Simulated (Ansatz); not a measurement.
# Antifluorite Be₂C

Method: PBEsol (Ansatz, a program for electronic structure, PAW).

Numerical settings: plane-wave cutoff 500 eV, 12×12×12 k mesh, gaussian smearing 0.02 eV, scalar-relativistic PAW data made under PBE.

Cell: relaxed at this level.

```json
{
 "equilibrium_volume_per_atom": "6.67 Å³/atom",
 "equilibrium_lattice_constant_a": "4.310 Å",
 "band_gap": "1.08 eV (on the SCF k mesh)"
}
```

Measured, for comparison: equilibrium volume per atom 6.81 Å³/atom, lattice constant a 4.34 ± 0.002 Å (temperature not stated, no zero-point or thermal correction; as tabulated in Freccero, Grin, Wagner, Dalton Trans. (2023), ESI). Computed (rounded) less measured: equilibrium volume per atom -2.1 %, lattice constant a -0.7 %. A static lattice is as a rule a little smaller and stiffer than an uncorrected measurement, which narrows the difference in the lattice constant a and would widen misses of the other sign.

The computed numbers hold no vibrational or temperature effects.

Cost on a shared machine: around 8 core-seconds (rough).
